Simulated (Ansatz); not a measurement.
Take GaSb in the zinc blende structure (space group F-43m, No. 216) as the base.

```xyz
2
Lattice="0.0000 3.0244 3.0244 3.0244 0.0000 3.0244 3.0244 3.0244 0.0000" Properties=species:S:1:pos:R:3 pbc="T T T"
Ga     0.0000     0.0000     0.0000
Sb     1.5122     1.5122     1.5122
```

Cartesian axes are those of the cell as printed.

The values are results of Kohn–Sham DFT with the LDA functional, run in Ansatz (a program for electronic structure) with PAW and 420 eV plane waves, no spin-orbit coupling, not measurements.

Base values:

Shortest interatomic distance: 2.619 Å
Pressure: 0.0 GPa

Modification: tensile biaxial strain of 1.67 % in the plane normal to [111], as in epitaxy on a mismatched substrate; the out-of-plane cell vector and the atoms relax.

Problem. Predict the new energy relative to the base.

Solution. The energy grows by 5.8 meV/atom.

Problem. Estimate the effect on the shortest interatomic distance.

Solution. The shortest interatomic distance rises by 0.0044 Å, from 2.619 Å to 2.624 Å.

Problem. What happens to the pressure?

Solution. The pressure (mean of the normal stresses, compression positive) goes from zero to -1.3 GPa.

No phonon test of stability was made. The final runs are not spin-polarised.
